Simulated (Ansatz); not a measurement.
Abridged Ansatz (an electronic-structure program) output:

```
Relaxation: its limit of steps is 50 (relax.max_steps)
Pseudopotential: Ti, paw, valence charge 12
Crystal: 2 atoms, lattice volume = 31.791 Å³
Basis set: ecut = 420 eV, 615 PW (Γ), exchange–correlation on 40×40×64 points (8 copies of the dense FFT grid, shifted against one another)
Bands: 16, of which v1, the nominal top of the filled ones, is band 12 counted from 1 (11 counted from 0)
Symmetry: 24 space group operations
k-points: 392 of 6877
Functional: x = pbe(κ = 0.804, μ = 0.2195149727645171), c = pbe(β = 0.06672455060314922)
SCF iter   1: F=—  HF=-4999.264628 eV  |F-HF|=—  |Δ(HF+E_count)|=         —  Δρ=4.82e-3  dr2=3.22e-3  ethr=1.77e-3  ⟨swp⟩=3.5  Hψ=25261  notcnv=0
SCF iter   2: F=—  HF=-4999.263995 eV  |F-HF|=—  |Δ(HF+E_count)|=   6.33e-4  Δρ=2.59e-3  dr2=1.01e-3  ethr=1.34e-5  ⟨swp⟩=1.0  Hψ=9409  notcnv=0
SCF 1 converged in 6 iterations: F = -4999.264104 eV  dr2 = 6.85e-11
relax step   1: F+E_penalty+E_count = -4999.26410444 eV  Δ(F+E_penalty+E_count) = +0.000e0 eV  max|allowed force component| = 4.996e-16 eV/Å  Δτ_max = 0.0000 Å  (6 SCF iters, accepted)
SCF converged after 6 iterations
Free energy (F): -4999.264104 eV
Internal energy: -4999.194682 eV  (E = F + TS)
E sigma→0 (E₀):  -4999.229393 eV
Entropy (-TS):   -0.069422 eV (-34.711 meV/atom)
Fermi energy:    14.815038 eV
--- Forces (eV/Å), atoms counted from 1 ---
  atom   1  Ti    -0.00000000     0.00000000     0.00000000
  atom   2  Ti     0.00000000    -0.00000000    -0.00000000
--- Stress (GPa, compression-positive) ---
       11.825586      -0.000000       0.000000
        0.000000      11.825586       0.000000
        0.000000       0.000000      12.125843
  P = ⅓ Tr σ = 11.9257 GPa (119.257 kbar)
--- Relaxed structure (1 steps of the walk, 1 accepted, 0 SCFs on fresh bases) ---
  atoms:
    - { symbol: Ti, position: [0.6666666666666666, 0.3333333333333333, 0.75] }
    - { symbol: Ti, position: [0.3333333333333333, 0.6666666666666666, 0.25] }
```

### Question
What was computed, and what are the main results?

### Answer
Ti, 2 atoms in the cell, with PBE (Ansatz, PAW, no spin-orbit coupling). The last SCF converged to F = -4999.264104 eV, or -2499.6321 eV per atom, at a pressure of 11.93 GPa. The total energy compares only with runs of the same code, potentials and settings.

The cells carry an imposed strain or load. Stability against distortions was not tested. The final runs are not spin-polarised. The cell was made from Ti in the hcp (Mg type) structure (space group P6_3/mmc, No. 194) by this change: isotropic strain −3.00 %.

Keys are those of Ansatz 0.2.
